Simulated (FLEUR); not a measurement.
FLEUR run on FeNi3 (Pm-3m, 4 atoms in the cell): self-consistent single point.

Computed with PBEsol, all-electron FLAPW (FLEUR), scalar-relativistic valence.

```xyz
4
Lattice="3.5687 0.0000 0.0000 0.0000 3.5687 0.0000 0.0000 0.0000 3.5687" Properties=species:S:1:pos:R:3 pbc="T T T"
Fe     0.0000     0.0000     0.0000
Ni     0.0000     1.7843     1.7843
Ni     1.7843     0.0000     1.7843
Ni     1.7843     1.7843     0.0000
```
Moments meant for the start (each program seeds them in its own way; μB, in the order of the atoms Fe Ni Ni Ni): 4.0 2.0 2.0 2.0.

Reference input (self-consistent single point, DFT, PBE, all-electron FLAPW (FLEUR), scalar-relativistic valence): Kmax = 3.5 1/bohr; GmaxXC = 12.2 1/bohr; xcFunctional = pbe; jspins = 2; l_soc = F; mode = hist; fermiSmearingEnergy = 0.00499791 Htr; mesh (inpgen div1-3) = 9 9 9; inpgen gamma flag = false; Gmax = 12.2 1/bohr; numbands = 0; maxIterBroyd = 15. This run's input differs from it in these lines:

```diff
@@ -16,2 +16,3 @@
 &comp jspins=2 /
+&exco xctyp='PBEs' /
 &kpt div1=9 div2=9 div3=9 /
@@ -28,3 +29,3 @@
       <coreElectrons ctail="T" frcor="F" kcrel="0" coretail_lmax="0"/>
-      <xcFunctional name="pbe" relativisticCorrections="F"/>
+      <xcFunctional name="PBEs" relativisticCorrections="F"/>
       <magnetism jspins="2"/>
```

Output, abridged:

```
 Iteration:     1   Distance:      41.41293765 me/bohr^3
 Iteration:     2   Distance:      35.27884291 me/bohr^3
 Iteration:     3   Distance:      29.53171215 me/bohr^3
 Iteration:     4   Distance:      27.44330146 me/bohr^3
 Iteration:     5   Distance:      18.52433166 me/bohr^3
   [... 17 lines left out ...]
 Iteration:    23   Distance:       0.00047022 me/bohr^3
 Iteration:    24   Distance:       0.00020124 me/bohr^3
 Iteration:    25   Distance:       0.00007310 me/bohr^3
 Iteration:    26   Distance:       0.00000910 me/bohr^3
 Run finished successfully
 Stop message:
   Structural relaxation: Done

[file out, last iteration]
             iter=     27
[...]
          total density-effective poten   -9.2697546491E+03
          total charge density-energy d   -2.4157191499E+02
 Updated energy parameters for spin:           1
 Updated energy parameters for spin:           2
[...]
 fermi energy and band-weighting factors:
    1.181928

[...]
FERMIE:
          first approx. to ef    (T=0)  :   0.329408 htr   (energy of the highest occ. eigenvalue)
          number of occ. states  (T=0)  :       2230
          first approx. to seigv (T=0)  : -42.618059 htr
          sum of weights of occ. states :  64.063100
          sum of semicore charge        :   0.000000 e
FERHIS:  Fermi-Energy by histogram:
          bandgap                     :   0.000670 htr
   [... lines left out ...]
          charge neutrality (T=0)     :   0.063100    (zero if the highest occ. eigenvalue is "entirely" occupied)
     EF_NEWTON:  Adjust Fermi-Energy by Newton-Method.
 Direct bandgap for spin            1 :    2.0978674555919896E-002  Htr
 Direct bandgap for spin            2 :    5.3456629742094641E-003  Htr
 ---->    free energy=                     -5830.2986289629 htr
   [... lines left out ...]
 ***** TOTAL FORCES ON ATOMS *****
 TOTAL FORCE FOR ATOM TYPE=  1  X=  0.000   Y=  0.000   Z=  0.000
                       FX_TOT= 0.000000 FY_TOT= 0.000000 FZ_TOT= 0.000000
 TOTAL FORCE FOR ATOM TYPE=  2  X=  0.000   Y=  3.372   Z=  3.372
                       FX_TOT= 0.000000 FY_TOT= 0.000000 FZ_TOT= 0.000000
 Structural relaxation: Done
```

The run converged in 26 iterations. FLEUR gives forces in its relaxation mode, with a further iteration, so its stop message speaks of a relaxation. Against the reference run the size of the net moment hardly changes (1.19 to 1.18 μB/atom).

The starting cell comes from a database of computed structures (which also holds hypothetical and non-ambient phases and stackings), without a prior relaxation at this level. Its lattice was rescaled by a random factor within 2.5 % of one. The magnetic order is the one reached from the typed start; others were not searched systematically. Values depend on the basis (sphere radii, cutoffs, local orbitals), which need not be converged. The log's line on a gap gives a spacing of levels on this mesh, which the program prints for metals too.

Cost on one core of a shared machine: roughly 5 min.
